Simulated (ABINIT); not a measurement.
A self-consistent single point of Ag (Fm-3m, 1 atom in the cell) with ABINIT.

Method: PBE, norm-conserving pseudopotentials (PseudoDojo nc-sr-05 PBE standard) (plane waves; ABINIT 10.0.3).

The change in words: lattice scaled by 0.98. Reference geometry:
```yaml
crystal:
  lattice:
    - [0.00000, 2.04500, 2.04500]
    - [2.04500, 0.00000, 2.04500]
    - [2.04500, 2.04500, 0.00000]
  atoms:
    - { symbol: Ag, position: [0.00000, 0.00000, 0.00000] }
```

Reference input (self-consistent single point, DFT, PBE, plane waves, norm-conserving pseudopotentials (PseudoDojo nc-sr-05 PBE standard)): pseudos = [Ag.upf]; ecut = 41 Ha; occopt = 7; tsmear = 0.00367493 Ha; ngkpt = 14 14 14; nshiftk = 1; shiftk = 0 0 0; potentials = PseudoDojo nc-sr-05 PBE standard; nband = 15; kptopt = 1; nstep = 80; toldfe = 1e-09 Ha. This run's input differs from it in these lines:

```diff
@@ -3,7 +3,7 @@
 pseudos "Ag.upf"
-acell 2.8920667351 2.8920667351 2.8920667351 Angstrom
+acell 2.8342254004 2.8342254004 2.8342254004 Angstrom
 rprim
-        -0.0000000000    0.7071067812    0.7071067812
-         0.7071067812   -0.0000000000    0.7071067812
-         0.7071067812    0.7071067812   -0.0000000000
+         0.0000000000    0.7071067812    0.7071067812
+         0.7071067812    0.0000000000    0.7071067812
+         0.7071067812    0.7071067812    0.0000000000
 natom 1
```

The program printed (abridged):

```
--- !BeginCycle
solver: {iscf: 7, nstep: 80, nline: 4, wfoptalg: 0, }
tolerances: {toldfe: 1.00E-09, }
...

     iter   Etot(hartree)      deltaE(h)  residm     vres2
 ETOT  1  -154.95982007078    -1.550E+02 1.318E-01 6.588E+01
 ETOT  2  -154.99771076522    -3.789E-02 3.225E-02 7.345E+01
 ETOT  3  -155.01687917072    -1.917E-02 2.797E-03 1.484E-02
 ETOT  4  -155.01688444244    -5.272E-06 1.282E-03 3.180E-04
 ETOT  5  -155.01688446642    -2.398E-08 4.013E-04 4.825E-06
 ETOT  6  -155.01688446671    -2.891E-10 4.080E-04 2.590E-07
 ETOT  7  -155.01688446676    -5.136E-11 4.489E-04 2.524E-10
 At SCF step    7, etot is converged :
  for the second time, diff in etot=  5.136E-11 < toldfe=  1.000E-09

 Cartesian components of stress tensor (hartree/bohr^3)
  sigma(1 1)= -4.18982528E-04  sigma(3 2)=  0.00000000E+00
  sigma(2 2)= -4.18982528E-04  sigma(3 1)=  0.00000000E+00
  sigma(3 3)= -4.18982528E-04  sigma(2 1)=  0.00000000E+00

 ----iterations are completed or convergence reached----

 reduced coordinates (array xred) for    1 atoms
       0.000000000000      0.000000000000      0.000000000000
 cartesian forces (eV/Angstrom) at end:
    1     -0.00000000000000    -0.00000000000000    -0.00000000000000
 frms,max,avg= 0.0000000E+00 0.0000000E+00   0.000E+00  0.000E+00  0.000E+00 e/A
 length scales=  5.355909805624  5.355909805624  5.355909805624 bohr
   [... lines left out ...]
 Fermi (or HOMO) energy (hartree) =   0.43453   Average Vxc (hartree)=  -0.48051
   [... lines left out ...]
total_energy        : -1.55016884466761E+02
total_energy_eV     : -4.21822394800629E+03
band_energy         : -1.25581499254134E+01
...

-Cartesian components of stress tensor (GPa)         [Pressure=  1.2327E+01 GPa]
- sigma(1 1)= -1.23268895E+01  sigma(3 2)=  0.00000000E+00
- sigma(2 2)= -1.23268895E+01  sigma(3 1)=  0.00000000E+00
- sigma(3 3)= -1.23268895E+01  sigma(2 1)=  0.00000000E+00

 Calculation completed.
```

The run converged in 7 iterations. Against the reference run the free energy goes up by 51.0 meV/atom and the pressure goes from 4.08 to 12.33 GPa.

The starting cell has typed, rounded lattice constants, without a prior relaxation at this level. For this run, on top of that: lattice scaled by 0.98. With a pressure of about 12 GPa the cell is away from its equilibrium volume at this level.
